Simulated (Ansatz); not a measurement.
Consider the following.

```xyz
2
Lattice="3.0614 0.0000 0.0000 0.0000 3.0614 0.0000 0.0000 0.0000 3.0614" Properties=species:S:1:pos:R:3 pbc="T T T"
Ti     1.5307     1.5307     1.5307
Os     0.0000     0.0000     0.0000
```

All values below come from PBEsol, DFPT electron-phonon coupling, linearised Boltzmann equation (plane waves, PAW, scalar-relativistic; Ansatz, a quantum-chemistry and plane-wave program). How the cell was made: relaxed with this functional, without spin-orbit coupling.

Task: Estimate the phonon-limited resistivity at 300 K, by direction if it differs.

Result: 3.9 μΩ·cm.

Task: How long is the mean free path there?

Result: 56 nm, weighted by the current that each state carries. Wires not much wider than this gain resistivity from their walls.

A metal at this level (no band gap). Only scattering by harmonic phonons is included (no impurities, grain boundaries, electron-electron scattering or thermal expansion). Spin-orbit coupling is left out, which matters with elements this heavy. Halving the electron mesh (28x28x28) moves the resistivity by up to 11 % at 300 K, the mean free path by up to 5 %. Smearing 0.20 eV; phonons on a 5x5x5 q mesh, which this run doesn't test.

Formula and space group known from diffraction (Crystallography Open Database), not checked to be the room-temperature form: TiOs (Pm-3m).
